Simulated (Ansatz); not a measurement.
Base system: Tl in the hcp (Mg type) structure (space group P6_3/mmc, No. 194).

```
Tl
1.0
    3.52070     0.00000     0.00000
   -1.76035     3.04902     0.00000
    0.00000     0.00000     5.60254
Tl
2
Direct
  0.33333   0.66667   0.75000
  0.66667   0.33333   0.25000
```

Method: r2SCAN (Ansatz, a program for electronic structure, PAW, no SOC), earlier PAW set.

One change was made to it. Results:

```csv
quantity,base,after
density,11.29 g/cm³,2.80 g/cm³
shortest interatomic distance,3.461 Å,2.817 Å
```

Problem. What was done to the base?
A) Tl → Al
B) Tl → In
C) Tl → Pb

Solution. A, Tl → Al. For comparison, the density in the other runs: Tl → Pb gives 11.09 g/cm³; Tl → In gives 7.21 g/cm³.

No phonon test of stability was made. For Al and In in this form, whether it has been made was not checked. This is not the structure that Al has at room temperature and ambient pressure. This is not the structure that Pb has at room temperature and ambient pressure. This is not the structure that In has at room temperature and ambient pressure.
